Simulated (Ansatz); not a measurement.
Relaxation of the outer planes of the (11-20) surface of hcp Lu in its 1x1 cell, outermost plane spacing 1.75 Å in the ideal cut.

The numbers are results of PBE (plane waves to 420 eV, PAW; Ansatz, a program for electronic structure), not measurements.

Set-up: 14 atoms, 10.5 Å thick at the start; mesh 7x6x1; 0.1 eV smearing; dipole correction on; all atoms relaxed; held to the start's symmetry, so lower structures may exist; no spin, no spin-orbit, no U.

```tsv
plane	atoms	bulk spacing to the next (Å)	relaxed spacing (Å)	change (%)	rumpling (Å)
1	2 Lu	1.753	1.730	-1.4	0.00
2	2 Lu	1.753	1.683	-4.0	0.00
```
